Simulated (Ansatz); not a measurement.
The decay constant κ of evanescent states in the gap governs leakage through a thin film.

Input:

```
La2O3
1.0
    3.93078     0.00000     0.00000
   -1.96539     3.40416     0.00000
    0.00000     0.00000     6.11195
La O
2 3
Direct
  0.66667   0.33333   0.75376
  0.33333   0.66667   0.24624
  0.66667   0.33333   0.35411
  0.33333   0.66667   0.64589
  0.00000   0.00000   0.00000
```

The cell is taken as given; by r2SCAN it stands under a pressure of 0.6 GPa.

Transport runs along the normal of the first two printed cell vectors, the (001) plane of the conventional cell.

The gap is the functional's own. No spin-orbit coupling. Mid-gap values are those at the computed energy nearest the middle.

Give the band gap and the smallest decay constant κ at mid-gap that r2SCAN run with Ansatz (a program for electronic structure) yields.

Gap 4.22 eV on a 12×12×6 mesh; κ = 0.419 1/Å, at the zone centre.
